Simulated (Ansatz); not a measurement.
CuCl (model structure, started from the HgO type, P3₁21, No. 152, 6 atoms in the cell), treated with PBEsol (Ansatz, an electronic-structure program, PAW).

Numerical settings: plane-wave cutoff 520 eV, 12×12×4 k mesh (along the axes of the cell as run), Fermi–Dirac smearing 0.01 eV, no spin polarisation, scalar-relativistic PAW data made under PBE.

Cell (relaxed at this level):

```
CELL_PARAMETERS angstrom
      3.98059     0.00000     0.00000
     -1.99029     3.44729     0.00000
      0.00000     0.00000     8.97843
ATOMIC_POSITIONS crystal
  Cu 0.21976 0.21976 0.50000
  Cu 0.78024 0.00000 0.83333
  Cu 0.00000 0.78024 0.16667
  Cl 0.56342 0.56342 0.00000
  Cl 0.43658 0.00000 0.33333
  Cl 0.00000 0.43658 0.66667
```

**Question.** Estimate the band gap and smallest direct gap on the k points sampled that the calculation returns.

**Answer.** 
- band gap = 2.06 eV (indirect)
- smallest direct gap on the k points sampled = 2.36 eV

Note: the relaxation could raise the start's symmetry but not lower it, so the cell can be a saddle point.

Static lattice: no zero-point or thermal effects.

It cost very roughly 30 core-seconds of CPU time.

A model structure was made by putting elements into a prototype or built by hand; it is no filed structure, need not be a known phase, and can be a saddle point held by its symmetry.
